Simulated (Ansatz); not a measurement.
## Hypothetical diamond Tl, pressure series

Base system: Tl in the diamond structure (space group Fd-3m, No. 227; a hypothetical phase, not in the database extracts checked).

```
CELL_PARAMETERS angstrom
      0.00000     3.55826     3.55826
      3.55826     0.00000     3.55826
      3.55826     3.55826     0.00000
ATOMIC_POSITIONS crystal
  Tl 0.25000 0.25000 0.25000
  Tl 0.00000 0.00000 0.00000
```

Cell and atoms are relaxed at each pressure.

Computed with DFT with PBE, PAW potentials and a 420 eV plane-wave cutoff in Ansatz (a first-principles code), without spin-orbit coupling.

| pressure (GPa) | volume per atom (Å³/atom) |
|---|---|
| -2 | 62.936 |
| -1 | 49.398 |
| 0 | 45.052 |
| 0.3 | 44.112 |
| 0.7 | 43.037 |
| 1.5 | 41.268 |
| 3 | 38.876 |
| 5 | ? |
| 7.5 | 34.521 |

### Question
Fit the third-order Birch–Murnaghan form P(V) = (3B₀/2)[(V₀/V)^(7/3) − (V₀/V)^(5/3)]·[1 + (3/4)(B₀′ − 4)((V₀/V)^(2/3) − 1)] (squares taken in P) to the rows shown and predict the withheld row.

### Answer
Least squares on the printed values gives V₀ = 44.991 Å³/atom, B₀ = 14.1 GPa, B₀′ = 5.2; this predicts 36.602 Å³/atom, and the run gives 36.604 Å³/atom, 0.002 higher.

Load acts through the strain it causes; cell and atoms are relaxed under it. Stability against distortions was not tested. Competing high-pressure phases were not computed.
